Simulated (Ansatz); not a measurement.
**What biaxial strain +0.20 %, plane normal [110], relaxed out of plane does to Sn**

Take Sn in the diamond structure (space group Fd-3m, No. 227; a = 6.569 Å) as the base. Axes: x, y, z lie along the cube axes.

Perturbation: biaxial strain +0.20 %, plane normal [110], relaxed out of plane (Cartesian); in-plane vectors clamped, the third vector and the atoms free.

Calculations: DFT with r2SCAN, PAW potentials and a 500 eV plane-wave cutoff in Ansatz (a first-principles code), spin-orbit coupling left out, earlier PAW set. Settings: 12×12×12 k-points, 0.05 eV Fermi–Dirac smearing.

```json
[
 {"quantity": "volume per atom", "base": "35.43 Å³", "changed": "35.53 Å³", "shift": "+0.10 Å³"},
 {"quantity": "space group", "base": "Fd-3m (No. 227)", "changed": "Imma (No. 74)", "shift": "–"},
 {"quantity": "shortest interatomic distance", "base": "2.844 Å", "changed": "2.846 Å", "shift": "+0.002 Å"},
 {"quantity": "energy relative to the base (free energy F)", "base": "0 meV/atom", "changed": "+0.1 meV/atom", "shift": "+0.1 meV/atom"},
 {"quantity": "band gap", "base": "zero", "changed": "zero", "shift": "–"},
 {"quantity": "out-of-plane strain (rough)", "base": "–", "changed": "-0.11 %", "shift": "–"},
 {"quantity": "mean in-plane stress (compression positive) (rough)", "base": "–", "changed": "-0.2 GPa", "shift": "–"}
]
```

Cost of the whole job for the changed cell (relaxation, final SCF and bands): roughly 4 core-minutes.

A biaxial case was relaxed in a doubled cell and then solved in the primitive one. Without a gap, meshes like the base's 12×12×12 leave anisotropic stresses uncertain by several tenths of a GPa, and small strain energies with them. No phonon test of stability was made. Gaps under 0.05 eV, about the width of the smearing, are given as zero.
